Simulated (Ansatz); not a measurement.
# A computed series for hypothetical rock salt BeS: pressure series

Base system: BeS in the rock salt structure (space group Fm-3m, No. 225; a hypothetical phase, not in the database extracts checked).

```yaml
crystal:
  lattice:
    - [0.00000, 2.31467, 2.31467]
    - [2.31467, 0.00000, 2.31467]
    - [2.31467, 2.31467, 0.00000]
  atoms:
    - { symbol: S, position: [0.00000, 0.00000, 0.00000] }
    - { symbol: Be, position: [0.50000, 0.50000, 0.50000] }
```

Cell and atoms are relaxed at each pressure.

Levels (all Ansatz, a program for electronic structure, PAW): PBE (420 eV, no SOC); PBEsol (420 eV, no spin-orbit coupling).

The base cell above is that of PBE; each level relaxes its own structures.

| case | lattice parameter a, PBE | lattice parameter a, PBEsol |
|---|---|---|
| pressure −2 GPa | 4.659 Å | 4.618 Å |
| pressure −1 GPa | 4.644 Å | 4.604 Å |
| pressure 0.3 GPa | 4.625 Å | 4.586 Å |
| pressure 0.7 GPa | 4.619 Å | 4.581 Å |
| pressure 1.5 GPa | 4.608 Å | 4.570 Å |
| pressure 3 GPa | 4.589 Å | 4.552 Å |
| pressure 5 GPa | 4.564 Å | 4.528 Å |
| pressure 7.5 GPa | 4.535 Å | 4.501 Å |
| pressure 10 GPa | 4.508 Å | 4.475 Å |

PBE lies above PBEsol in every row, by 0.033 Å to 0.041 Å. They put the cases in the same order.

Load acts through the strain it causes; cell and atoms are relaxed under it. No phonon test of stability was made. No other phases were tried under pressure.
